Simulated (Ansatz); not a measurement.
**Ga2Pt: element substitutions**

The parent structure is Ga₂Pt (space group Fm-3m, No. 225).

```xyz
3
Lattice="0.0000 2.9604 2.9604 2.9604 0.0000 2.9604 2.9604 2.9604 0.0000" Properties=species:S:1:pos:R:3 pbc="T T T"
Ga     4.4407     4.4407     4.4407
Ga     1.4802     1.4802     1.4802
Pt     0.0000     0.0000     0.0000
```

Each row replaces one element on all its sites; cell and atoms are relaxed.

Calculations: PBEsol/PAW in Ansatz (a program for electronic structure), scalar-relativistic without spin-orbit coupling.

```csv
case,density,shortest interatomic distance
base,10.71 g/cm³,2.564 Å
Pt → Hg,8.68 g/cm³,2.764 Å
Ga → Ir,[?],[?]
Pt → W,9.82 g/cm³,2.609 Å
```

Question: Some entries are withheld; estimate them.

Answer: 
- Ga → Ir, density: 18.86 g/cm³
- Ga → Ir, shortest interatomic distance: 2.550 Å

Stability against distortions was not tested. As relaxed here, Ga2Hg, Ir2Pt and Ga2W are hypothetical phases, not in the database extracts checked. All final runs are without spin polarisation. Ga2W has a high density of states at the Fermi level and may be magnetic at this level.
